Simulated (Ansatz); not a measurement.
An Ansatz (an electronic-structure program) run: C with a change (C → S); PBEsol (Ansatz; PAW; 420 eV plane waves; no SOC).

Input:

Ansatz 0.2 input:
```yaml
crystal:
  lattice:
    - [0, 2.839995191, 2.839995191]
    - [2.839995191, 0, 2.839995191]
    - [2.839995191, 2.839995191, 0]
  atoms:
    - { symbol: S, position: [0, 0, 0] }
    - { symbol: S, position: [0.25, 0.25, 0.25] }
basis: { ecutwfc: 420, ecutrho_ratio: 4, xc_grid: 2, fft_grid_basis: typed }
kpoints: { mp_grid: { grid: [14, 14, 14] } }
hamiltonian:
  xc: pbesol
  dispersion: none
  pseudopotentials: { kind: paw }
scf: { occupations: { method: fermi_dirac, width: 0.05 }, convergence: { dr2_threshold: 0.0000000002 } }
output: { forces: true, stress: true }
checkpoint: { write: state.ck, write_every: 1000 }
```

Output (explanatory and most iteration lines left out):

```
Pseudopotential: S, paw, valence charge 6
Crystal: 2 atoms, lattice volume = 45.812 Å³
Basis set: ecut = 420 eV, 893 PW (Γ), exchange–correlation on 54×54×54 points (8 copies of the dense FFT grid, shifted against one another)
Bands: 10, of which v1, the nominal top of the filled ones, is band 6 counted from 1 (5 counted from 0)
Symmetry: 48 space group operations
Space group: Fd-3m (ITA 227), of the structure as read, at distance tolerance 3.6e-5 Å
k-points: 104 of 2744
Functional: x = pbesol(κ = 0.804, μ = 0.12345679012345678), c = pbesol(β = 0.046)
SCF iter   1: F=—  HF=-1767.979096 eV  |F-HF|=—  |Δ(HF+E_count)|=         —  Δρ=3.26e-3  dr2=4.75e-3  ethr=1.77e-3  ⟨swp⟩=6.8  Hψ=7434  notcnv=0
SCF iter   2: F=—  HF=-1767.978591 eV  |F-HF|=—  |Δ(HF+E_count)|=   5.05e-4  Δρ=1.87e-3  dr2=1.70e-3  ethr=3.96e-5  ⟨swp⟩=1.2  Hψ=1901  notcnv=0
SCF 1 converged in 6 iterations: F = -1767.978372 eV  dr2 = 8.90e-12
SCF converged after 6 iterations
Free energy (F): -1767.978372 eV
Internal energy: -1767.961117 eV  (E = F + TS)
E sigma→0 (E₀):  -1767.969744 eV
Entropy (-TS):   -0.017255 eV (-8.627 meV/atom)
Fermi energy:    5.046639 eV
--- Forces (eV/Å), atoms counted from 1 ---
  atom   1  S      0.00000000    -0.00000000     0.00000000
  atom   2  S      0.00000000    -0.00000000    -0.00000000
--- Stress (GPa, compression-positive) ---
        0.000065      -0.000000       0.000000
       -0.000000       0.000065      -0.000000
       -0.000000       0.000000       0.000065
  P = ⅓ Tr σ = 0.0001 GPa (0.001 kbar)
```

No phonon test of stability was made. The cell was made from C by this change: C → S; the result is a hypothetical phase, not in the database extracts checked.
